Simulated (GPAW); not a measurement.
Band structure of NbN (Fm-3m, 2 atoms in the cell).

```xyz
2
Lattice="0.0000 2.2113 2.2113 2.2113 0.0000 2.2113 2.2113 2.2113 0.0000" Properties=species:S:1:pos:R:3 pbc="T T T"
Nb     2.2113     2.2113     2.2113
N      0.0000     0.0000     0.0000
```

Level of theory: PBE, GPAW PAW datasets PBE (gpaw-data 1.0.1) (plane waves; GPAW).

Settings: mode = pw; ecut = 900 eV; xc = PBE; kpts = 17 17 17; mesh shift (steps) = 0 0 0; occupations.name = fermi-dirac; occupations.width = 0.1 eV; nbands = -10; convergence.density = 1e-05 e/electron; symmetry.symmorphic = false; symmetry.tolerance = 0.0005; maxiter = 120; bandpath_npoints = 40.

The starting cell comes from a database of computed structures (which also holds hypothetical and non-ambient phases and stackings), without a prior relaxation at this level. Its lattice was rescaled by a random factor within 2.5 % of one. Spin polarisation is off.

Levels in eV from the Fermi level, bands 6 to 13:
| point | 6 | 7 | 8 | 9 | 10 | 11 | 12 | 13 |
|---|---|---|---|---|---|---|---|---|
| Γ | -3.26 | -3.26 | -3.26 | -1.94 | -1.94 | -1.94 | -0.12 | -0.12 |
| X | -5.71 | -4.89 | -3.94 | -3.94 | 1.56 | 2.71 | 2.71 | 3.88 |
| W | -6.54 | -5.94 | -5.94 | -0.08 | -0.08 | 2.72 | 3.32 | 4.46 |
| K | -6.69 | -5.92 | -5.52 | -1.84 | 1.95 | 2.12 | 3.93 | 4.31 |
| L | -8.95 | -6.89 | -6.89 | 1.44 | 1.44 | 1.94 | 4.49 | 6.61 |
| U | -6.69 | -5.92 | -5.52 | -1.84 | 1.95 | 2.12 | 3.93 | 4.31 |

Bands cross the Fermi level along this path, so the cell is metallic at this level.
